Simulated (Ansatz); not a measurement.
**SiC: response to strain**

Take SiC (space group P6_3mc, No. 186; a = 3.078 Å, c = 10.077 Å) as the base. Axes: x lies along a and z along c of the hexagonal cell.

Strains are applied to the cell and any free atomic positions relax; under biaxial strain the out-of-plane vector relaxes too.

Computed with r2SCAN (Ansatz, a program for electronic structure; PAW; 500 eV plane waves; no spin-orbit coupling), earlier PAW set.

Candidates:
(a) isotropic strain −0.52 %
(b) biaxial strain −3.50 %, plane normal [001], relaxed out of plane
(c) isotropic strain +2.61 %

For the base:

| Property | Value |
|---|---|
| Smallest direct gap | 3.78 eV |

**Question.** Order them by smallest direct gap, lowest first.

**Answer.** (b) biaxial strain −3.50 %, plane normal [001], relaxed out of plane (3.61 eV), (c) isotropic strain +2.61 % (3.71 eV), (a) isotropic strain −0.52 % (3.79 eV)

Stability against distortions was not tested.
